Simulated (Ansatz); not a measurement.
Cells marked so need not be the phases stable at ambient conditions, and some may be hypothetical.

No gap correction and no spin-orbit coupling; mid-gap values are interpolated between computed energies.

A. BaTiO$_{3}$ (P4mm, 5 atoms a cell, 13.1 Å³ an atom, -2 GPa at this level), along the normal of (111)
B. KReO4 (I4_1/a, not sure to be the ambient phase, 12 atoms a cell, 16.9 Å³ an atom, -2 GPa at this level), along the normal of (001)
C. CdS (P6_3mc, wurtzite, 4 atoms a cell, 25.5 Å³ an atom), along the normal of (001)
D. Ca2FeH6 (Fm-3m, not sure to be the ambient phase, 9 atoms a cell, 9.5 Å³ an atom), along the normal of (111)

Q: Put the candidates in order of mid-gap decay constant of the slowest evanescent state, lowest first, for r2SCAN run with Ansatz (an electronic-structure program).

A: C (0.12 1/Å), A (0.30 1/Å), D (0.45 1/Å), B (0.60 1/Å)
